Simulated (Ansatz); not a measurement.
Given:

```
MoS2
1.0
    3.10900     0.00000     0.02083
   -1.55450     2.69247    -0.01042
    0.07845     0.00000    11.70898
Mo S
2 4
Cartesian
  1.57411   0.90002   2.93766
  0.05884   1.79244   8.78174
  1.60463   0.89503  10.35521
  0.01090   1.79744   4.49030
  0.02832   1.79744   1.36419
  1.62204   0.89503   7.22910
```

No spin polarisation.

The values are results of plane-wave PAW DFT at the PBEsol-D3(BJ) level (Ansatz, a quantum-chemistry and plane-wave program, 420 eV), no SOC, not measurements. k-mesh 12×12×3 (Γ-centred); smearing 0.05 eV (Fermi–Dirac).

Problem. Predict the stress (xx, yy, zz, yz, xz, xy; compression positive).

Solution. (0.01, 0.02, 0.04, 0.00, -0.45, 0.00) GPa.

Problem. What is the computed band gap?

Solution. 0.54 eV.

The cells carry an imposed strain or load. Whether these cells are dynamically stable was not tested. The cell was made from MoS₂ (space group P6_3/mmc, No. 194; layered, stacked along the Cartesian z axis) by this change: tensor shear ε_xz = +0.67 %.
